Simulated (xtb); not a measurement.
xtb 6.7.1, GFN2-xTB: B(Me)(OH)(OtBu) (CB(O)OC(C)(C)C), 21 atoms. The geometry is a generated start, not checked to be a minimum at this level.

```json
{
  "method": "GFN2-xTB",
  "--acc": "1 (default)",
  "--etemp (K)": "300 (default)",
  "detailed input (--input)": "none: ANC optimiser, Lindh (1995) Hessian, microcycle=20, maxdispl=1.0, hlow=0.01 (default)",
  "basis_functions": "45",
  "valence_electrons": "48"
}
```

```xyz
21

B     -0.4169     1.6395     0.5033
C      0.9406     2.3370    -0.0185
H      1.8170     1.9434     0.4915
H      0.9186     3.4118     0.1628
H      1.0981     2.1957    -1.0863
O     -1.3658     2.4054     1.1219
H     -1.1534     3.3326     1.1957
O     -0.7902     0.3601     0.4293
C     -0.2504    -0.8576    -0.0453
C     -0.0688    -1.7708     1.1747
C     -1.2975    -1.4546    -0.9960
C      1.0842    -0.7180    -0.7822
H      0.3027    -2.7424     0.8657
H     -1.0191    -1.8976     1.6824
H      0.6362    -1.3232     1.8721
H     -2.2633    -1.4860    -0.4988
H     -1.0141    -2.4603    -1.2923
H     -1.3899    -0.8353    -1.8846
H      1.8520    -0.3262    -0.1221
H      0.9817    -0.0572    -1.6373
H      1.3984    -1.6963    -1.1361
```

The structure is relaxed from this start with --opt LEVEL for the levels crude, sloppy, loose, lax, normal, tight, vtight, extreme, once each. Up to the end of the extreme run atoms move by at most 1.0 Å along an axis.

Problem. Choose the cheapest level whose final energy lies within 5 meV of that of extreme.

Solution. normal: 35 cycles against 48, ending 0.15 meV above.

```json
[
 {"level": "crude", "cycles": "1", "energy above the extreme run (meV)": "67", "gradient norm (eV/Å)": "0.19"},
 {"level": "sloppy", "cycles": "1", "energy above the extreme run (meV)": "67", "gradient norm (eV/Å)": "0.19"},
 {"level": "loose", "cycles": "1", "energy above the extreme run (meV)": "67", "gradient norm (eV/Å)": "0.19"},
 {"level": "lax", "cycles": "3", "energy above the extreme run (meV)": "66", "gradient norm (eV/Å)": "0.088"},
 {"level": "normal", "cycles": "35", "energy above the extreme run (meV)": "0.15", "gradient norm (eV/Å)": "0.030"},
 {"level": "tight", "cycles": "38", "energy above the extreme run (meV)": "0.044", "gradient norm (eV/Å)": "0.015"},
 {"level": "vtight", "cycles": "45", "energy above the extreme run (meV)": "under 0.01", "gradient norm (eV/Å)": "0.0040"},
 {"level": "extreme", "cycles": "48", "energy above the extreme run (meV)": "—", "gradient norm (eV/Å)": "0.0022"}
]
```
